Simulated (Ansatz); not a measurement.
Base system: AlN in the zinc blende structure (space group F-43m, No. 216).

```yaml
crystal:
  lattice:
    - [0.00000, 2.18885, 2.18885]
    - [2.18885, 0.00000, 2.18885]
    - [2.18885, 2.18885, 0.00000]
  atoms:
    - { symbol: N, position: [0.75000, 0.75000, 0.75000] }
    - { symbol: Al, position: [0.00000, 0.00000, 0.00000] }
```

Cartesian axes are those of the cell as printed.

All numbers come from Ansatz (a quantum-chemistry and plane-wave program), PBEsol, PAW, cutoff 420 eV, no spin-orbit coupling.

Strains are applied to the cell and any free atomic positions relax; under biaxial strain the out-of-plane vector relaxes too; under stress the whole cell relaxes.

One change was made to it. Results:

The shortest interatomic distance grows by 0.005 Å (1.896 Å → 1.901 Å); the smallest direct gap falls by 0.52 eV (4.06 eV → 3.54 eV).

Task: Which of these changes matches the shifts?
A) biaxial strain +2.35 %, plane normal [111], relaxed out of plane
B) tensor shear ε_xy = −2.45 %
C) uniaxial stress, 8 GPa compression along z
D) biaxial strain +1.21 %, plane normal [001], relaxed out of plane

Result: A, biaxial strain +2.35 %, plane normal [111], relaxed out of plane. For comparison, the smallest direct gap in the other runs: uniaxial stress, 8 GPa compression along z gives 3.97 eV; tensor shear ε_xy = −2.45 % gives 3.79 eV; biaxial strain +1.21 %, plane normal [001], relaxed out of plane gives 3.90 eV.

Beyond what the load breaks, stability against distortions was not tested. This is not the structure that AlN has at room temperature and ambient pressure.
